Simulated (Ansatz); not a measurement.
## Na3SCl (model structure, started from the Li3OCl type, Pm-3m, No. 221, 5 atoms in the cell)

Computed with G0W0@PBEsol (Ansatz, a program for electronic structure, hard PAW, contour deformation, complete-basis limit).

Numerical settings: largest k mesh 6×6×6 (not extrapolated in the mesh).

Cell (relaxed with PBEsol):

```xyz
5
Lattice="5.1702 0.0000 0.0000 0.0000 5.1702 0.0000 0.0000 0.0000 5.1702" Properties=species:S:1:pos:R:3 pbc="T T T"
Na     0.0000     2.5851     2.5851
Na     2.5851     0.0000     2.5851
Na     2.5851     2.5851     0.0000
Cl     0.0000     0.0000     0.0000
S      2.5851     2.5851     2.5851
```

| Item | Value |
|---|---|
| band gap | 4.84 eV (direct) |

Note: the relaxation could raise the start's symmetry but not lower it, so the cell can be a saddle point; the gap holds a correction of +0.29 eV to the complete basis.

Static lattice: no zero-point or thermal effects.

It cost around 90 core-minutes (rough) of CPU time.

A model structure was made by putting elements into a prototype or built by hand; it is no filed structure, need not be a known phase, and can be a saddle point held by its symmetry.
